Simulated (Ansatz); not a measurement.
# TlGaTe2 (space group I4/mcm, No. 140)

```cif
data_Ga2Te4Tl2
_chemical_formula_sum 'Tl2 Ga2 Te4'
_space_group_name_H-M_alt 'P 1'
_space_group_IT_number 1
_cell_length_a 6.80508
_cell_length_b 6.80508
_cell_length_c 6.80508
_cell_angle_alpha 104.313
_cell_angle_beta 104.313
_cell_angle_gamma 120.368
loop_
_space_group_symop_operation_xyz
  'x, y, z'
loop_
_atom_site_label
_atom_site_type_symbol
_atom_site_fract_x
_atom_site_fract_y
_atom_site_fract_z
_atom_site_occupancy
Tl1 Tl 0.25000 0.25000 0.00000 1
Tl2 Tl 0.75000 0.75000 0.00000 1
Ga1 Ga 0.75000 0.25000 0.50000 1
Ga2 Ga 0.25000 0.75000 0.50000 1
Te1 Te 0.67323 0.17323 0.84647 1
Te2 Te 0.32677 0.82677 0.15353 1
Te3 Te 0.17323 0.32677 0.50000 1
Te4 Te 0.82677 0.67323 0.50000 1
```

Level of theory: PBEsol, PAW, 420 eV (Ansatz, a quantum-chemistry and plane-wave program; no spin-orbit coupling), earlier PAW set. Γ-centred 6×6×6 mesh, Fermi–Dirac width 0.05 eV.

| Property | Result |
|---|---|
| Volume per atom | 29.49 Å³ |
| Density | 7.45 g/cm³ |
| Band gap | 0.24 eV, indirect, M → Z |
| Total energy | -7211.349 eV/atom (σ→0; compares only within this code and set-up) |

Spin-orbit coupling, missing from the scalar runs, can matter with Te and Tl. Whether these cells are dynamically stable was not tested. The zero or small gap of TlGaTe2 can change with the level of theory.
